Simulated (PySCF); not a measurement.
PySCF 2.14.0, DF-MP2 (frozen core)/cc-pvdz, df: N[SiH2]c1ccc([Si](O)(O)O)cc1, 23 atoms. The geometry is a generated start, not checked to be a minimum at this level.

```
Quantity                                   Value
-------------------------------  ---------------
task                                      df-mp2
basis                                    cc-pvdz
two-electron scheme              density fitting
frozen core                                 true
mf.init_guess                    minao (default)
mf.DIIS                          CDIIS (default)
mf.diis_space                        8 (default)
mf.conv_tol                      1e-09 (default)
basis functions (reference run)              231
```

On 4 threads, 1 BLAS thread. Build: conda-forge: OpenMP (GNU), OpenBLAS with its own threads, libcint, Libxc. One run each, on a shared machine, so no times are given.

Values of mol.max_memory tried: 8000 MB, 4000 MB, 2000 MB, 1000 MB, 500 MB, 300 MB, 200 MB.

**Question.** Which of these memory settings still run, and by which path?

**Answer.** It runs down to 200 MB, the lowest tried, with the same result. At 8000 MB: fitted integrals in memory. From 300 MB down: fitted integrals in a file.

```json
[
 {"mol.max_memory": "8000 MB", "path": "fitted integrals in memory", "peak memory": "0.60 GiB"},
 {"mol.max_memory": "4000 MB", "path": "fitted integrals in memory", "peak memory": "0.60 GiB"},
 {"mol.max_memory": "2000 MB", "path": "fitted integrals in memory", "peak memory": "0.60 GiB"},
 {"mol.max_memory": "1000 MB", "path": "fitted integrals in memory", "peak memory": "0.55 GiB"},
 {"mol.max_memory": "500 MB", "path": "fitted integrals in memory", "peak memory": "0.41 GiB"},
 {"mol.max_memory": "300 MB", "path": "fitted integrals in a file", "peak memory": "0.23 GiB"},
 {"mol.max_memory": "200 MB", "path": "fitted integrals in a file", "peak memory": "0.17 GiB"}
]
```

Peak memory is the kernel's count for the largest process, libraries included and scratch files not.
